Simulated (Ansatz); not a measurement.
**MoTe2: stress against strain**

MoTe2 (2H layered, P6_3/mmc, 22.688 Å³/atom at rest, c along z) under an equal strain ε in the (0001) plane with the normal axis free, as in a coherent film. PBEsol-D3(BJ) in Ansatz, a plane-wave DFT program (PAW, default set), 420 eV, 11×11×3 Γ-centred mesh, Fermi-Dirac smearing 0.05 eV; ions are relaxed within the symmetry of each cell. Stress is positive for a compressed cell.

Here s stands for strain and y for stress xx.

```
strain (%)  stress xx (GPa)
----------  ---------------
-3.00                     ?
-1.20                  2.23
-0.60                  1.09
0.00                   0.00
0.60                  -1.04
1.20                  -2.03
```

Taking a straight line for y over the 5 complete rows: Means: s 0, y 0.050. About the means, the sum of products is -6.3900 and the sum of squares of s is 3.6000; the slope is their ratio. Least squares gives y = 0.050 - 1.7750·s. Residuals (row less fit): 0.050, -0.025, -0.050, -0.025, 0.050; standard error 0.054 (degrees of freedom: 3). The slope gives the biaxial elastic modulus of this plane = 178 ± 3 GPa.

Predict the withheld y at s = -3.00 from the fit, and compare with the calculation.

y = 0.050 - 1.7750 × (-3.0) = 5.375 GPa. The calculation gives 6.03 GPa, 0.655 GPa above the prediction (8.1 % of the range of y in the table). The row lies outside the fitted rows, so this is an extrapolation. From the scatter of the fitted rows alone, a prediction at this place has a standard error of 0.104 GPa, so the miss is 6.3 times that.

One order more, fitted to all 11 runs of the series, follows each within 0.02, so the miss is the next term of a smooth law. Rows are the converged runs of the series near zero and its far end; series whose fitted rows scatter by over a few per cent of the range, as at a crossing or softening among them, aren't shown in this form. Most that stay on the fit to the last digits aren't either.
